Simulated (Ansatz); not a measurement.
Functionals compared on the (111) surface of bcc Mo in its 1x1 cell, outermost plane spacing 0.91 Å in the ideal cut, in Ansatz (plane waves, PAW). The structure was relaxed with PBE; the other rows are single points on it, each with its references at the same level. Cutoff 420 eV (500 eV for r2SCAN).

Model: 12-atom slab, 10.0 Å thick at the start (thin: gaps and levels are the slab's own), 10x10x1 mesh, Fermi-Dirac 0.1 eV, dipole correction, all atoms relaxed; held to the start's symmetry, so lower structures may exist; no spin, no spin-orbit, no U. These notes are the PBE run's.

| functional | surface energy (J/m²) | work function of the top face (eV) | rough cost of the single point |
|---|---|---|---|
| PBE | 2.98 | 3.95 | – |
| LDA | 3.38 | 4.25 | very roughly 80 core-seconds |
| PBEsol | 3.29 | 4.05 | very roughly 80 core-seconds |
| RPBE | 2.79 | 3.80 | very roughly 80 core-seconds |
| r2SCAN | ___ | ___ | very roughly 2.5 core-minutes |

Complete the blanks.


- r2SCAN, surface energy (J/m²): 3.18
- r2SCAN, work function of the top face (eV): 3.95

Ansatz is a program for electronic structure.
